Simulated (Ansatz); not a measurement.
The parent structure is Ni in the simple cubic structure (space group Pm-3m, No. 221; ferromagnetic; a hypothetical phase, not in the database extracts checked; relaxed with 0.1 eV smearing).

```xyz
1
Lattice="2.3319 0.0000 0.0000 0.0000 2.3319 0.0000 0.0000 0.0000 2.3319" Properties=species:S:1:pos:R:3 pbc="T T T"
Ni     0.0000     0.0000     0.0000
```

Cartesian axes are those of the cell as printed.

Computed with DFT with PBE, PAW potentials and a 420 eV plane-wave cutoff in Ansatz (an electronic-structure program), scalar-relativistic without spin-orbit coupling.

It is then changed as follows: uniaxial strain ε_zz = −1.23 %, all other strain components held at zero, atoms relaxed at fixed cell.

Question: Predict the stress tensor and what it implies for the stiffness.

Answer: Stress of the strained cell less that of the base (GPa, compression positive):
```
    0.4     0.0     0.0
    0.0     0.4     0.0
    0.0     0.0     4.5
```

Then −Δσ_ii/ε with ε = -0.0123 gives secant stiffness values (nonlinear terms included at this strain): C33 ≈ 367 GPa, C13 ≈ 35 GPa and C23 ≈ 35 GPa.

Other magnetic orders, which the real material may have, were not ruled out. Whether these cells are dynamically stable was not tested.
